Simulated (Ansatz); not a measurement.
# What uniaxial strain ε_zz = −1.00 % does to SiC

The reference is SiC in the zinc blende structure (space group F-43m, No. 216; a = 4.329 Å). Axes: x, y, z lie along the cube axes.

It is then changed as follows: the cell is compressed by 1.00 % along z with no lateral relaxation; the atoms relax in the strained cell.

All numbers come from plane-wave PAW DFT at the LDA level (Ansatz, a program for electronic structure, 420 eV), no spin-orbit coupling. Settings: 13×13×13 k-points, 0.05 eV Fermi–Dirac smearing.

| quantity | base | changed | shift |
|---|---|---|---|
| volume per atom | 10.14 Å³ | 10.04 Å³ | -0.10 Å³ |
| space group | F-43m (No. 216) | I-4m2 (No. 119) | – |
| energy relative to the base (free energy F) | 0 meV/atom | +1.3 meV/atom | +1.3 meV/atom |
| pressure (mean of the normal stresses, compression positive) | 0.00 GPa | 2.34 GPa | +2.34 GPa |
| band gap | 1.30 eV | 1.18 eV | -0.12 eV |
| gap character | – | indirect, Γ → M | – |
| smallest direct gap | 4.53 eV | 4.53 eV | 0.00 eV |
| electron mass | 0.68 mₑ along k, 0.23 mₑ across (at X) | 0.66 mₑ along k, 0.23 mₑ across (at X) | – |
| valence-band top at Γ (three highest levels, from the VBM) | 0.00, 0.00, 0.00 eV | 0.00, -0.07, -0.07 eV | – |
| valley order (the lowest conduction-band minima on the path, energy above the VBM, named in the base's zone) | X along ⟨100⟩ 1.30 eV | X along [001] 1.18 eV; X along [100] 1.28 eV | – |
| stress (xx, yy, zz, yz, xz, xy; compression positive) | – | (1.49, 1.49, 4.05, 0.00, 0.00, 0.00) GPa | – |

Final structure:

```xyz
2
Lattice="0.0000 2.1645 2.1428 2.1645 0.0000 2.1428 2.1645 2.1645 0.0000" Properties=species:S:1:pos:R:3 pbc="T T T"
Si     0.0000     0.0000     0.0000
C      1.0822     1.0822     1.0714
```

Masses are band curvatures over ±0.01 Å⁻¹ around the edge. Along k means along the line from Γ to the band edge. No phonon test of stability was made. Labels are those of the standard path for the cell's own space group.
